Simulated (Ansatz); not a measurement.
## TiSi (model structure, started from the NbAs type, I4₁md, No. 109, 4 atoms in the cell): bulk modulus B0 by level of theory

No measured value is used here.

**Question.** Put these levels in order of the bulk modulus B0 that they give for TiSi (model structure, started from the NbAs type, I4₁md, No. 109, 4 atoms in the cell), smallest first: LDA (Ansatz, a first-principles code), PBEsol (Ansatz), r²SCAN (Ansatz).

**Answer.** r²SCAN (116 GPa), PBEsol (121 GPa), LDA (128 GPa)

Unless a cell is named, each level is at its own relaxed cell (LDA 14.67, PBEsol 15.08, r²SCAN 15.46 Å³/atom).

The crystal itself was run without spin with r²SCAN, LDA, PBEsol; a magnetic state was not tried in these runs. r²SCAN, LDA, PBEsol: the bulk modulus is −V dP/dV from two relaxed cells at ±2 % in volume. Each level is taken at its own relaxed cell. Cutoffs differ between the levels. Ansatz's density-functional and Hartree–Fock values are scalar-relativistic unless marked +SOC, with PAW data made under PBE.

A model structure was made by putting elements into a prototype or built by hand; it is no filed structure, need not be a known phase, and can be a saddle point held by its symmetry.
